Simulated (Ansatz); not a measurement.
The starting structures come from a database of crystals and need not be the phases stable at ambient conditions.

**Evanescent states of BaH$_{5}$BrO$_{3}$ (P4/nmm, not sure to be the ambient phase, 20 atoms a cell, 12.4 Å³ an atom) along the normal of (111)**

Method: r2SCAN (plane waves, PAW; Ansatz, a first-principles code).

No gap correction and no spin-orbit coupling; mid-gap values are interpolated between computed energies.

Energies count from the valence-band top; κ is the least over a 6×4 mesh across the current.

```
E (eV)  κ (1/Å)  where
------  -------  -----
0.12      0.136      Γ
0.38      0.213      Γ
0.62      0.258      Γ
0.88      0.289      Γ
1.12      0.311      Γ
1.38          …      Γ
1.62          …      Γ
1.88          …      Γ
2.12          …      Γ
2.38          …      Γ
2.62          …      Γ
2.88          …      Γ
3.12          …      Γ
3.38          …      Γ
3.62          …      Γ
3.88          …      Γ
4.12          …      Γ
4.38      0.295      Γ
4.62      0.271      Γ
4.88      0.237      Γ
5.12      0.190      Γ
5.38      0.106      Γ
```

Q: Fill in the missing entries.

A: 
- 1.38, κ (1/Å): 0.328
- 1.62, κ (1/Å): 0.341
- 1.88, κ (1/Å): 0.350
- 2.12, κ (1/Å): 0.356
- 2.38, κ (1/Å): 0.359
- 2.62, κ (1/Å): 0.360
- 2.88, κ (1/Å): 0.359
- 3.12, κ (1/Å): 0.355
- 3.38, κ (1/Å): 0.349
- 3.62, κ (1/Å): 0.341
- 3.88, κ (1/Å): 0.329
- 4.12, κ (1/Å): 0.314
